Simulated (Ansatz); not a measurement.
Consider NiO in the rock salt structure (space group Fm-3m, No. 225; a = 4.1172 Å; ferromagnetic).

Method: DFT with PBEsol, PAW potentials and a 420 eV plane-wave cutoff in Ansatz (a quantum-chemistry and plane-wave program), no SOC, earlier PAW set.

For the base:

- Volume per atom: 8.72 Å³
- Largest site moment: 1.04 μB

Perturbation: full substitution Ni → Fe; the structure is relaxed again.

Tabulated Pauling electronegativity and covalent radius: Ni 1.91, 1.24 Å; Fe 1.83, 1.32 Å.

### Question
Predict the new volume per atom.

### Answer
The volume per atom goes up by 0.85 Å³ to 9.57 Å³.

### Question
Estimate the effect on the largest site moment.

### Answer
The largest site moment goes up by 2.38 μB to 3.42 μB.

No phonon test of stability was made. No Hubbard U is applied and the magnetic state is the run's own (FeO ferromagnetic; NiO ferromagnetic); other magnetic orders, which need larger cells, were not tried and can change the gap. In its common phase, real FeO is an antiferromagnetic insulator at low temperature. In its common phase, real NiO is an antiferromagnetic insulator at low temperature.
